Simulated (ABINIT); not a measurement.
Input and output of a relaxation of cell and atoms for KMgF3 (Pm-3m, 5 atoms in the cell) (ABINIT).

Method of the run: PBE, PAW (JTH v2.0 PBE PAW) (plane waves; ABINIT).

This input was run:

```
# KMgF3, JTH v2.0 PBE PAW
pp_dirpath "./"
pseudos "K.GGA_PBE-JTH.xml, Mg.GGA_PBE-JTH.xml, F.GGA_PBE-JTH.xml"
acell 3.9900000000 3.9900000000 3.9900000000 Angstrom
rprim
         1.0000000000    0.0000000000    0.0000000000
         0.0000000000    1.0000000000    0.0000000000
         0.0000000000    0.0000000000    1.0000000000
natom 5
ntypat 3
znucl 19 12 9
typat 1 2 3 3 3
xcart
         0.0000000000    0.0000000000    0.0000000000
         1.9950000000    1.9950000000    1.9950000000
         1.9950000000    0.0000000000    1.9950000000
         0.0000000000    1.9950000000    1.9950000000
         1.9950000000    1.9950000000    0.0000000000
      Angstrom
ecut 48 Ry
pawecutdg 96 Ry
pawxcdev 0
occopt 3
tsmear 0.05 eV
nband 27
kptopt 1
ngkpt 4 4 4
nshiftk 1
shiftk 0 0 0
nstep 80
tolvrs 1.0e-10
ionmov 22
ntime 40
tolmxf 1.0e-04
optcell 2
dilatmx 1.08
ecutsm 0.5
prtwf 0
prtden 0
enunit 1
```

The program printed (abridged):

```
--- !BeginCycle
solver: {iscf: 17, nstep: 80, nline: 4, wfoptalg: 10, }
tolerances: {tolvrs: 1.00E-10, }
...

     iter   Etot(hartree)      deltaE(h)  residm     nres2
 ETOT  1  -164.45749276113    -1.645E+02 9.142E-01 3.498E+01
 ETOT  2  -165.62702022345    -1.170E+00 3.344E-02 1.417E+01
 ETOT  3  -165.61663372804     1.039E-02 4.362E-03 2.392E+00
 ETOT  4  -165.61520102512     1.433E-03 7.992E-03 4.081E-01
 ETOT  5  -165.61515660985     4.442E-05 1.792E-03 4.518E-02
   [... 7 lines left out ...]
 ETOT 13  -165.61514276130     3.451E-10 1.090E-05 3.328E-09
 ETOT 14  -165.61514276130     7.674E-13 1.262E-05 3.019E-10
 ETOT 15  -165.61514276130    -5.116E-13 5.661E-06 1.249E-10
 ETOT 16  -165.61514276130     1.052E-12 6.164E-06 5.214E-11
 At SCF step   16       nres2   =  5.21E-11 < tolvrs=  1.00E-10 =>converged.

 Cartesian components of stress tensor (hartree/bohr^3)
  sigma(1 1)= -1.29947632E-04  sigma(3 2)=  0.00000000E+00
  sigma(2 2)= -1.29947632E-04  sigma(3 1)=  0.00000000E+00
  sigma(3 3)= -1.29947632E-04  sigma(2 1)=  0.00000000E+00

 ----iterations are completed or convergence reached----

 reduced coordinates (array xred) for    5 atoms
       0.000000000000      0.000000000000      0.000000000000
       0.500000000000      0.500000000000      0.500000000000
       0.500000000000      0.000000000000      0.500000000000
       0.000000000000      0.500000000000      0.500000000000
       0.500000000000      0.500000000000      0.000000000000
 cartesian forces (eV/Angstrom) at end:
    1     -0.00000000000000    -0.00000000000000    -0.00000000000000
   [... lines left out ...]
 Fermi (or HOMO) energy (eV) =   5.16366   Average Vxc (eV)=  -9.27174
   [... lines left out ...]
'-kT*entropy'       :  3.13598230883191E-15
total_energy        : -1.65616554371017E+02
total_energy_eV     : -4.50665563456031E+03
...

-Cartesian components of stress tensor (GPa)         [Pressure=  2.8664E-02 GPa]
- sigma(1 1)= -2.86643902E-02  sigma(3 2)=  0.00000000E+00
- sigma(2 2)= -2.86643902E-02  sigma(3 1)=  0.00000000E+00
- sigma(3 3)= -2.86643902E-02  sigma(2 1)=  0.00000000E+00

 Calculation completed.
```

The run converged. 

Summary of the result:
- Free energy E − TS = -4506.66 eV
- Top of the valence band (on the code's own zero) = 0.11 eV
- Gap on the k-point mesh = 6.92 eV
- Pressure = 0.03 GPa
- Final cell = a = 4.058 Å, b = 4.058 Å, c = 4.058 Å, α = 90.00°, β = 90.00°, γ = 90.00°
- Final volume per atom = 13.37 Å³
- Relaxation steps = 3

The starting cell has typed, rounded lattice constants, without a prior relaxation at this level. The relaxation keeps the symmetry of its start, so its end need not be a minimum.

Cost on one core of a shared machine: roughly 90 s.
